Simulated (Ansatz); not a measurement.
# Hf2N2O (P2₁/m, No. 11, 10 atoms in the cell; start mp-776205)

Level of theory: r²SCAN (PAW; Ansatz, an electronic-structure program).

Numerical settings: plane-wave cutoff 560 eV, 8×10×4 k mesh (along the axes of the cell as run), Fermi–Dirac smearing 0.01 eV, scalar-relativistic PAW data made under PBE.

Cell (relaxed with PBEsol):

```xyz
10
Lattice="4.2586 0.0000 -0.0162 0.0000 3.4024 0.0000 -1.5562 0.0000 8.4350" Properties=species:S:1:pos:R:3 pbc="T T T"
Hf    -0.4976     2.5518     7.5379
Hf     3.2000     0.8506     0.8809
Hf     1.1037     2.5518     2.7607
Hf     1.5987     0.8506     5.6581
N     -0.4583     0.8506     6.3265
N      3.1607     2.5518     2.0923
N      1.0646     0.8506     0.8186
N      1.6378     2.5518     7.6001
O      2.0581     2.5518     4.7208
O      0.6443     0.8506     3.6980
```

For Hf2N2O (P2₁/m, No. 11, 10 atoms in the cell; start mp-776205), the band gap comes out as 1.53 eV, the smallest direct gap on the k points sampled is 2.10 eV and the direct gap at Γ is 2.62 eV.

Note: cell and atoms aren't relaxed at this level (largest force component 0.22 eV/Å, pressure 2.8 GPa).

Spin–orbit coupling is not included.

A start named mp-… is a Materials Project structure, which need not be a measured phase.
